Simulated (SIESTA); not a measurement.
SIESTA run on Hf5Sc (P-62m, 6 atoms in the cell): self-consistent single point.

Level of theory: GGA PBEsol with spin-orbit coupling, numerical atomic orbitals TZP, PseudoDojo PBEsol fully relativistic norm-conserving potentials (rewritten from UPF to PSML) run with SIESTA.

```
Hf5Sc
1.0
    5.56147     0.00000     0.00000
   -2.78073     4.81637     0.00000
    0.00000     0.00000     5.02450
Hf Sc
5 1
Direct
  0.66053   0.00000   0.00000
  0.33947   0.33947   0.00000
  0.00000   0.66053   0.00000
  0.33333   0.66667   0.50000
  0.66667   0.33333   0.50000
  0.00000   0.00000   0.50000
```

Reference input (self-consistent single point, DFT, GGA PBEsol, numerical atomic orbitals TZP, PseudoDojo PBEsol standard norm-conserving potentials (rewritten from UPF to PSML)): XC.functional = GGA; XC.authors = PBEsol; potentials = PseudoDojo PBEsol standard; PAO.BasisSize = TZP; PAO.EnergyShift = 0.01 Ry; MeshCutoff = 400 Ry; kgrid.MonkhorstPack = 5 5 5; OccupationFunction = MP; OccupationMPOrder = 0; ElectronicTemperature = 100 meV; MaxSCFIterations = 150; SCF.Mixer.Method = Broyden. This run's input differs from it in these lines:

```diff
@@ -1,2 +1,2 @@
-# files in the folder: Hf.psml Sc.psml (PseudoDojo PBEsol standard)
+# files in the folder: Hf.psml Sc.psml (PseudoDojo PBEsol fully relativistic)
 SystemName  Hf5Sc
@@ -39,2 +39,11 @@
 ElectronicTemperature        100.0 meV
+Spin                         spin-orbit
+%block DM.InitSpin
+  1 0.00 0.00 0.00
+  2 0.00 0.00 0.00
+  3 0.00 0.00 0.00
+  4 0.00 0.00 0.00
+  5 0.00 0.00 0.00
+  6 0.00 0.00 0.00
+%endblock DM.InitSpin
```

Output (repeated stretches shortened):

```
        iscf     Eharris(eV)        E_KS(eV)     FreeEng(eV)     dDmax    Ef(eV) dHmax(eV)
   scf:    1    -8952.057982    -8987.320947    -8987.341172  0.697583 -3.441412  6.501590
     spin moment: {S} , |S| = {   -0.00000   -0.00000   -0.00000 }     0.00000
   scf:    2    -8990.036435    -8991.641549    -8991.657072  0.122576 -3.551762  6.127499
     spin moment: {S} , |S| = {    0.00000   -0.00000   -0.00000 }     0.00000
   scf:    3    -8993.278031    -8992.562533    -8992.579929  0.031433 -3.625760  2.638600
     spin moment: {S} , |S| = {   -0.00000   -0.00000    0.00000 }     0.00000
   [... lines left out ...]
     spin moment: {S} , |S| = {    0.00000   -0.00000    0.00000 }     0.00000
   scf:    9    -8993.290756    -8993.288478    -8993.311017  0.000878 -3.938299  0.102508
     spin moment: {S} , |S| = {   -0.00000   -0.00000   -0.00000 }     0.00000
   scf:   10    -8993.289768    -8993.288767    -8993.311364  0.000586 -3.939270  0.008069
     spin moment: {S} , |S| = {   -0.00000   -0.00000   -0.00000 }     0.00000
   scf:   11    -8993.288905    -8993.288765    -8993.311367  0.000057 -3.939444  0.000742
     spin moment: {S} , |S| = {    0.00000    0.00000    0.00000 }     0.00000
SCF Convergence by DM+H criterion
max |DM_out - DM_in|         :     0.0000567266
max |H_out - H_in|      (eV) :     0.0007423070
SCF cycle converged after 11 iterations

Using DM_out to compute the final energy and forces

siesta: E_KS(eV) =            -8993.2888

siesta: E_KS - E_eggbox =     -8993.2888

siesta: Atomic forces (eV/Ang):
     1    0.137896    0.000019   -0.000000
     2   -0.068948   -0.119423    0.000000
     3   -0.068932    0.119430   -0.000000
     4    0.000041   -0.000029   -0.000000
     5   -0.000046    0.000021    0.000000
     6   -0.000010   -0.000018   -0.000000
   Tot    0.000001    0.000001   -0.000000
   Max    0.137896
   Res    0.056296    sqrt( Sum f_i^2 / 3N )
   Max    0.137896    constrained

   [... lines left out ...]
siesta: FreeEng =     -8993.311367
   [... lines left out ...]
siesta:     0.042429    0.000014    0.000000
siesta:     0.000014    0.042445   -0.000000
siesta:     0.000000   -0.000000    0.036359

siesta: Cell volume =        134.586857 Ang**3

siesta: Pressure (static):
siesta:                Solid            Molecule  Units
siesta:          -0.00044013         -0.00046043  Ry/Bohr**3
siesta:          -0.04041092         -0.04227487  eV/Ang**3
siesta:         -64.74542778        -67.73181024  kBar
```

The run converged in 11 iterations. Against the reference run the pressure goes from -5.66 to -6.47 GPa and the largest force goes from 0.022 to 0.138 eV/Å.

The starting cell comes from a database of computed structures (which also holds hypothetical and non-ambient phases and stackings), without a prior relaxation at this level. Values carry the incompleteness of an atom-centred basis. With a pressure of about -6 GPa the cell is away from its equilibrium volume at this level.

Cost on one core of a shared machine: roughly 3 min.
